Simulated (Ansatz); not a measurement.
The reference is WSe2 in the 2H-MoS2 type structure (space group P6_3/mmc, No. 194; a = 3.231 Å, c = 12.411 Å; layered, stacked along the Cartesian z axis).

Levels (all Ansatz, a program for electronic structure, PAW): PBEsol-D3(BJ) (420 eV, no SOC); HSE06 (420 eV, no spin-orbit coupling).

Its gap is 0.67 eV with PBEsol-D3(BJ) and 1.14 eV with HSE06.

One thing is altered: a free-standing slab of 3 layers (9 atoms, 3 a layer) is cut normal to the stacking axis, with 15 Å of vacuum and the in-plane cell relaxed.

With PBEsol-D3(BJ) the gap becomes 0.90 eV.

Question: If the HSE06 correction stayed the same, what would the HSE06 gap be, and what does the HSE06 run give?

Answer: A rigid correction of +0.47 eV gives 1.37 eV. The HSE06 run gives 1.39 eV, so the two effects roughly add.

Single points use the geometry relaxed with PBEsol-D3(BJ). HSE06 gaps are upper bounds (no full band path). With W present, leaving out spin-orbit coupling can change the band edges. Whether these cells are dynamically stable was not tested.
